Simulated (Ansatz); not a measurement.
Band structure of SrPdO3 (Pm-3m, 5 atoms in the cell).

```
SrPdO3
1.0
    4.12591     0.00000     0.00000
    0.00000     4.12591     0.00000
    0.00000     0.00000     4.12591
Sr Pd O
1 1 3
Direct
  0.00000   0.00000   0.00000
  0.50000   0.50000   0.50000
  0.50000   0.50000   0.00000
  0.00000   0.50000   0.50000
  0.50000   0.00000   0.50000
```

Method: PBEsol, PAW files made with PBE (plane waves; Ansatz, a quantum-chemistry and plane-wave program).

Settings: basis.ecutwfc = 420 eV; kpoints.mp_grid.grid = 6 6 6; hamiltonian.xc = pbesol; hamiltonian.pseudopotentials = {kind: paw} (the program's default PAW files); scf.occupations.method = gaussian; scf.occupations.width = 0.1 eV; kpoints.band_path.npoints = 8.

The starting cell comes from a database of computed structures (which also holds hypothetical and non-ambient phases and stackings), without a prior relaxation at this level. Its lattice was rescaled by a random factor within 2.5 % of one. Spin polarisation is off.

Levels in eV from the Fermi level, bands 20 to 27:
```csv
point,20,21,22,23,24,25,26,27
Γ,-1.17,-1.17,-1.17,-0.87,-0.87,-0.87,4.49,5.19
X,-1.42,-1.16,-1.16,0.10,0.10,1.50,6.50,6.64
M,-0.32,-0.16,-0.06,-0.05,-0.05,3.87,7.04,7.44
R,-0.26,0.14,0.14,0.14,3.87,3.87,6.22,6.22
```

Bands cross the Fermi level along this path, so the cell is metallic at this level.

Keys are those of Ansatz 0.2.
